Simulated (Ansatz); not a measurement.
Take Cs3AuS in the anti-perovskite structure (space group Pm-3m, No. 221; a = 6.5418 Å; a hypothetical phase, not in the database extracts checked) as the base.

Modification: a hydrostatic pressure of 1.5 GPa.

Levels (all Ansatz, a quantum-chemistry and plane-wave program, PAW): PBEsol (420 eV, scalar-relativistic without spin-orbit coupling); PBEsol+SOC (420 eV, noncollinear with spin-orbit coupling).

The geometry is relaxed with PBEsol.

PBEsol valence-band top at Γ: 0.00, 0.00, 0.00 eV
PBEsol electron mass: 0.31 mₑ along k, 0.51 mₑ across (at X)
PBEsol lowest conduction level above the VBM at special points: X 0.76 eV; M 1.52 eV; R 2.39 eV; Γ 2.49 eV

With PBEsol+SOC at the same geometry, the valence-band top at Γ (three highest Kramers pairs, from the VBM) becomes 0.00, -0.03, -0.03 eV (PBEsol: 0.00, 0.00, 0.00 eV); the electron mass becomes 0.31 mₑ along k, 0.52 mₑ across (at X) (PBEsol: 0.31 mₑ along k, 0.51 mₑ across (at X)); the lowest conduction level above the VBM at special points changes from X 0.76 eV; M 1.52 eV; R 2.39 eV; Γ 2.49 eV to X 0.70 eV; M 1.36 eV; R 2.09 eV; Γ 2.47 eV.

Single points use the geometry relaxed with PBEsol. Differences between runs with and without spin-orbit coupling are approximate. Spin-orbit coupling, missing from the scalar runs, can matter with Au. The levels and masses belong to the bands next to the band gap. Load acts through the strain it causes; cell and atoms are relaxed under it. Effective masses come from finite differences of ±0.01 Å⁻¹. Along k means along the line from Γ to the band edge. No phonon test of stability was made.
